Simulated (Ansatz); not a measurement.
## Band gap of cubic perovskite CsSrF3 at several levels of theory

No measured value is used here.

```
level (code)                      value (eV)  cell (Å³/atom)
-----------------------------  -------------  --------------
LDA (Ansatz)                            6.31           20.09
LDA+SOC (Ansatz)               6.05 (direct)           21.43
BLYP (Ansatz)                           6.53           21.43
PBEsol (Ansatz)                         6.30           21.26
PBEsol+SOC (Ansatz)            6.26 (direct)           21.26
r²SCAN (Ansatz)                         7.18           21.62
r²SCAN+SOC (Ansatz)            7.14 (direct)           21.62
B3LYP (VWN-RPA form) (Ansatz)           8.69           21.43
HSE06 (Ansatz)                          8.32           21.96
HSE06+SOC (Ansatz)             8.38 (direct)           21.43
PBE0 (Ansatz)                           9.18           21.43
```

Computed values are for a static lattice. Spin–orbit coupling is included only where a level's name says +SOC; with heavier elements it mostly lowers gaps and can invert bands.  LDA, PBEsol, PBEsol+SOC, r²SCAN, r²SCAN+SOC, HSE06: the relaxation could not lower the start's symmetry, so the cell can be a saddle point above a distorted one. Values are at the level's own relaxed cell; LDA+SOC at a fixed cell, not relaxed at this level and not confirmed as the measured one; BLYP at a fixed cell, not relaxed at this level and not confirmed as the measured one; B3LYP (VWN-RPA form) at a fixed cell, not relaxed at this level and not confirmed as the measured one; HSE06+SOC at a fixed cell, not relaxed at this level and not confirmed as the measured one; PBE0 at a fixed cell, not relaxed at this level and not confirmed as the measured one. Cutoffs and k meshes differ between the levels. Ansatz's density-functional and Hartree–Fock values are scalar-relativistic unless marked +SOC, with PAW data made under PBE.

Ansatz is a first-principles code.
